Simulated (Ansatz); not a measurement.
# Ca: isotropic strain +2.80 %

Take Ca in the fcc (Cu type) structure (space group Fm-3m, No. 225; a = 5.527 Å; relaxed with 0.1 eV smearing) as the base.

Modification: the cell is scaled by 1.0280 in all directions; the atoms relax in the strained cell.

Computed with PBE/PAW in Ansatz (a quantum-chemistry and plane-wave program), without spin-orbit coupling. k-mesh 21×21×21 (Γ-centred); smearing 0.1 eV (Fermi–Dirac).

- Volume per atom: 45.84 Å³ (base 42.20 Å³)
- Space group: Fm-3m (No. 225) (base Fm-3m (No. 225))
- Shortest interatomic distance: 4.017 Å (base 3.908 Å)
- Energy relative to the base (free energy F): +15 meV/atom
- Pressure: -1.2 GPa (base 0.0 GPa)
- Band gap: zero (base zero)

Cost of the whole job for the changed cell (relaxation, final SCF and bands): very roughly 14 core-seconds.

Whether these cells are dynamically stable was not tested.
